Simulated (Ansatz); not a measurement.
Worked calculations on one periodic cell of amorphous Hf₁₈O₃₉B₂: Hf18O39B2, 59 atoms, volume 760.7 Å³, made by a melt-quench on the CHGNet potential and relaxed with DFT. O atoms were pushed apart under 1.9 Å during the dynamics, to hinder bonds among them. It is a model cell: composition and starting density were chosen by hand, and all elements were melted together. Cycles of charging were run to anneal it. Calculation: PBE, scalar-relativistic without spin-orbit coupling (plane waves to 420 eV, PAW; Ansatz, a program for electronic structure). Sampling: a 2×2×2 Γ-centred mesh; Fermi-Dirac width 0.02 eV; no spin polarisation. Its volume was held where the quench left it, its shape was free, and it stands at a mean pressure of 1.4 GPa with stress components up to 1.5 GPa; the relaxation ran on the zone centre alone. Its density went from a set 8.42 to 8.42 g/cm³. The cell is small and was quenched far faster than a real film, so it is one sample of the glass.

### Question
Count formal charges (Hf +4, O -2, B +3). What does the count lead one to expect at the Fermi level, and what does the calculation give?

### Answer
18 × (+4) + 39 × (-2) + 2 × (+3) = 0. The charges balance, so the anion-derived valence states can be full and a gap can open. On this mesh the highest filled and lowest empty level lie 3.80 eV apart, the PBE gap of this cell, with a localised state at one edge or both.

Four energies for an added electron at PBE on the zone centre alone (charged cells in a uniform background, spin-polarised): neutral at the neutral geometry -305517.656 eV; charged at the neutral geometry -305502.629 eV; charged and relaxed -305502.949 eV; neutral at the charged geometry -305517.109 eV.

### Question
Find the two relaxation energies and their sum, the reorganisation energy.

### Answer
On charging: -305502.629 − (-305502.949) = 0.320 eV. On discharging: -305517.109 − (-305517.656) = 0.547 eV. The sum is 0.867 eV. The carrier's level spreads over 8 of the 59 atoms' worth, so it counts as partly localised, most on one Hf atom with neighbours O 2.01 Å, O 2.02 Å, O 2.03 Å, O 2.13 Å, O 2.14 Å, O 2.20 Å (neutral geometry). The values are uncorrected: the image energy of a point charge in this cell, 2.84 × 14.40 / (2 × 9.1) = 2.2 eV before screening, is screened by electrons alone at the fixed geometry and by ions too after relaxing, and the carrier can be spread before it relaxes, so each term can be off by up to that value times 1/ε∞, some tenths of an eV. PBE's self-interaction favours spread-out carriers, so a hybrid can localise more.

Four energies for a hole at PBE on the zone centre alone (charged cells in a uniform background, spin-polarised): neutral at the neutral geometry -305517.656 eV; charged at the neutral geometry -305528.676 eV; charged and relaxed -305528.879 eV; neutral at the charged geometry -305517.115 eV.

### Question
Find the two relaxation energies and their sum, the reorganisation energy.

### Answer
On charging: -305528.676 − (-305528.879) = 0.203 eV. On discharging: -305517.115 − (-305517.656) = 0.541 eV. The sum is 0.744 eV. The carrier's level spreads over 5 of the 59 atoms' worth, so it counts as localised, most on one O atom with neighbours Hf 2.00 Å, Hf 2.04 Å, Hf 2.28 Å (neutral geometry). The values are uncorrected: the image energy of a point charge in this cell, 2.84 × 14.40 / (2 × 9.1) = 2.2 eV before screening, is screened by electrons alone at the fixed geometry and by ions too after relaxing, and the carrier can be spread before it relaxes, so each term can be off by up to that value times 1/ε∞, some tenths of an eV. PBE's self-interaction favours spread-out carriers, so a hybrid can localise more.
